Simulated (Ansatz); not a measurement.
What isotropic strain −1.23 % does to La2O3

Base system: La₂O₃ (space group P-3m1, No. 164; a = 3.935 Å, c = 6.126 Å).

Now apply this change: the cell is scaled by 0.9877 in all directions, atoms relaxed at fixed cell.

Level of theory: plane-wave PAW DFT at the r2SCAN level (Ansatz, a program for electronic structure, 500 eV), no spin-orbit coupling, earlier PAW set. Γ-centred 10×10×6 mesh, Fermi–Dirac width 0.05 eV.

| quantity | base | changed | shift |
|---|---|---|---|
| volume per atom | 16.43 Å³ | 15.83 Å³ | -0.60 Å³ |
| space group | P-3m1 (No. 164) | P-3m1 (No. 164) | – |
| shortest interatomic distance | 2.366 Å | 2.340 Å | -0.026 Å |
| energy relative to the base (free energy F) | 0 meV/atom | +9.3 meV/atom | +9.3 meV/atom |
| band gap | 4.23 eV | 4.28 eV | +0.056 eV |
| gap character | indirect, L → K | indirect, H–A (21 % along) → K | – |
| smallest direct gap | 4.35 eV | 4.34 eV | -0.01 eV |
| width of the top valence band | 0.38 eV | 0.43 eV | +0.042 eV |

Cost of the whole job for the changed cell (relaxation, final SCF and bands): very roughly 90 core-seconds.

Whether these cells are dynamically stable was not tested.
